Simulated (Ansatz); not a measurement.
The parent structure is Sr in the fcc (Cu type) structure (space group Fm-3m, No. 225; a = 5.923 Å).

Level of theory: Ansatz (a program for electronic structure), PBEsol, PAW, cutoff 420 eV, no spin-orbit coupling.

Before the change:

| Item | Result |
|---|---|
| Pressure | 0.0 GPa |

Now apply this change: every lattice vector is stretched by 2.50 %; the atoms relax in the strained cell.

Problem. What does the calculation give for the pressure and energy relative to the base after the change?

Solution. The pressure goes from zero to -0.8 GPa; the energy increases by 11 meV/atom.

No phonon test of stability was made.
